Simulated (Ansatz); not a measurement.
AlO3 (C2, No. 5, 8 atoms in the cell; start mp-2646975)

Method: PBE in Ansatz (plane waves, PAW).

Numerical settings: plane-wave cutoff 520 eV, 10×10×12 k mesh (along the axes of the cell as run), Fermi–Dirac smearing 0.01 eV, scalar-relativistic PAW data made under PBE.

Cell (relaxed with PBEsol):

AlO₃ is taken in the monoclinic space group C2 (No. 5), Pearson symbol mS16. Lattice parameters: a = 14.882 Å, b = 3.695 Å, c = 2.936 Å, α = γ = 90.00°, β = 101.00°. Al on 4c sees 6 O at 1.876–1.969 Å. O1 on 4c is coordinated by 1 O at 1.615 Å and 2 Al at 1.893–1.912 Å (trigonal pyramidal). O2 on 4c is surrounded by 1 O at 1.230 Å and 1 O at 1.615 Å (bent). O3 on 4c sees 4 Al at 1.876–1.969 Å. (Neighbours: up to the widest gap in distance over summed covalent radii, below 1.35, at either atom; cation-cation and far metal-metal contacts left out.)
(The calculation used a cell of 8 atoms; values per cell refer to that cell.)

```yaml
band_gap: 2.50 eV (indirect)
smallest_direct_gap_on_the_k_points_sampled: 2.70 eV
```

Note: cell and atoms aren't relaxed at this level (largest force component 0.35 eV/Å, pressure 4.8 GPa).

The computed numbers hold no vibrational or temperature effects.

The result took roughly 2.5 core-minutes.

A start named mp-… is a Materials Project structure, which need not be a measured phase.

Ansatz is an electronic-structure program.
